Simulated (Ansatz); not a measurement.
Results of PBEsol-D3(BJ) (Ansatz, a program for electronic structure, PAW) for pyrite PtAs2.

Numerical settings: plane-wave cutoff 520 eV, 6×6×6 k mesh, Fermi–Dirac smearing 0.01 eV, scalar-relativistic PAW data made under PBE.

Computed at the level's own relaxed cell.

**Question.** Give the computed equilibrium lattice constant a, band gap, direct gap at Γ and volume per atom.

**Answer.** 
equilibrium lattice constant a: 5.922 Å
band gap: 0.36 eV
direct gap at Γ: 1.76 eV
volume per atom: 17.31 Å³/atom

Measured, for comparison: lattice constant a 5.967 Å, equilibrium volume per atom 17.70 Å³/atom (temperature not stated, no zero-point or thermal correction; as tabulated in Wikipedia's data pages). Computed (rounded) less measured: lattice constant a -0.8 %, equilibrium volume per atom -2.2 %. A static lattice is as a rule a little smaller and stiffer than an uncorrected measurement, which narrows the difference in the lattice constant a and would widen misses of the other sign.

Note: the bulk modulus comes from volumes at which shape and atoms were relaxed.

Spin–orbit coupling is not included; with these elements it can move the gap by several tenths of an eV or more.

The computed numbers hold no vibrational or temperature effects.
